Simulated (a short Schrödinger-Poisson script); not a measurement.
Structure: symmetric double-gate stack, SiO2 on p-type Si(100), at 300 K.

```tsv
layer	material	thickness (nm)	Na (cm⁻³)
1	SiO2	1.5	-
2	Si	3	2e18
3	SiO2	1.5	-
```

The device is made up for the run: typed textbook-type constants, with dimensions and the other settings drawn at random. SiO2: permittivity 3.9, conduction-band edge (eV) 3.15, gap (eV) 9, electron mass (mₑ) 0.5. Si: permittivity 11.7, conduction-band edge (eV) 0, gap (eV) 1.124, Nv at 300 K (cm⁻³) 3.1e19.

Channel valleys (confinement mass, in-plane density-of-states mass, number): Δ2 0.916, 0.19, 2; Δ4 0.19, 0.417, 4. At the gates, both at one voltage, the conduction-band edge of layer 1 lies 3.21 eV − eVg above the Fermi level of the channel. Gaps are held at their typed values at every temperature. Mesh 0.03 nm at interfaces.

From a short Schrödinger-Poisson script (our own, NumPy): 1D Poisson equation in equilibrium, electrons quantum, Hartree (BenDaniel-Duke, 12 states a valley, the channel's in-plane mass for all, wave functions free to enter the dielectric), parabolic valleys, classical holes, full ionisation, no traps, pinning or gate leakage.

The same stack at other levels of the model or other numerical settings:

| run | sheet density of all electrons at Vg = 0.75 V (cm⁻²) | sheet density of all electrons at Vg = 0.15 V (cm⁻²) | capacitance of both gates at Vg = 0.75 V (μF/cm²) | gate voltage at 1e11 electrons/cm² (V) | rough cost against the base |
|---|---|---|---|---|---|
| base | 1.40e13 | 1.32e12 | 3.69 | 0.03 | about 1 |
| electrons treated as classical, Boltzmann | 1.75e13 | 2.54e12 | 4.26 | -0.03 | 0.06 |
| electrons treated as classical, Fermi-Dirac | 1.67e13 | 2.47e12 | 4.00 | -0.03 | 0.1 |
| mesh six times as coarse | 1.39e13 | 1.30e12 | 3.67 | 0.03 | 0.4 |
| one subband a valley | 1.39e13 | 1.31e12 | 3.66 | 0.03 | 0.4 |

The classical rows ignore confinement, and Boltzmann statistics overrate the density once the band edge passes the Fermi level.
